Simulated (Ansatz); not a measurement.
Start from PbS in the rock salt structure (space group Fm-3m, No. 225).

```
CELL_PARAMETERS angstrom
      0.00000     2.95141     2.95141
      2.95141     0.00000     2.95141
      2.95141     2.95141     0.00000
ATOMIC_POSITIONS crystal
  S  0.00000 0.00000 0.00000
  Pb 0.50000 0.50000 0.50000
```

Level of theory: PBEsol in Ansatz (plane waves to 420 eV, PAW, no SOC), earlier PAW set.

One change was made to it. Results:

| quantity | base | after |
|---|---|---|
| volume per atom | 25.71 Å³ | 25.58 Å³ |
| valley order (the lowest conduction-band minima on the path, energy above the VBM, named in the base's zone) | L along ⟨111⟩ 0.20 eV; a point along ⟨110⟩, about 0.7 Å⁻¹ from Γ 1.15 eV | L along ⟨111⟩ 0.18 eV; a point along ⟨110⟩, about 0.7 Å⁻¹ from Γ 1.13 eV |

Problem. Name the change that was made.
(A) pressure 0.7 GPa
(B) pressure 0.3 GPa
(C) pressure −2 GPa

Solution. B, pressure 0.3 GPa. For comparison, the valley order in the other runs: pressure 0.7 GPa gives L along ⟨111⟩ 0.16 eV; a point along ⟨110⟩, about 0.7 Å⁻¹ from Γ 1.12 eV; pressure −2 GPa gives L along ⟨111⟩ 0.33 eV; a point along ⟨110⟩, about 0.6 Å⁻¹ from Γ 1.24 eV.

With Pb present, leaving out spin-orbit coupling can change the band edges. The levels and masses belong to the bands next to the band gap. Load acts through the strain it causes; cell and atoms are relaxed under it. Stability against distortions was not tested.

Ansatz is an electronic-structure program.
